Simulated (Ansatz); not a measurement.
Take PbO2 (space group Pbcn, No. 60; a = 5.064 Å, b = 5.935 Å, c = 5.480 Å) as the base. Axes: x, y, z lie along a, b, c of the conventional cell.

Computed with PBEsol (Ansatz, a first-principles code; PAW; 420 eV plane waves; scalar-relativistic without spin-orbit coupling).

For the base:

```
Property           Result
---------------  --------
Volume per atom  13.72 Å³
Pressure          0.0 GPa
Band gap             zero
```

Now apply this change: biaxial strain +2.40 %, plane normal [001], relaxed out of plane (Cartesian); in-plane vectors clamped, the third vector and the atoms free.

### Question
What happens to the volume per atom, pressure and band gap?

### Answer
The volume per atom increases by 0.353 Å³ (13.72 Å³ → 14.08 Å³); the pressure (mean of the normal stresses, compression positive) goes from zero to -2.6 GPa; the band gap remains zero.

Spin-orbit coupling, missing from the scalar runs, can matter with Pb. Stability against distortions was not tested. All final runs are without spin polarisation. A zero or small gap of PbO2 can be the functional's error rather than a property of the material.
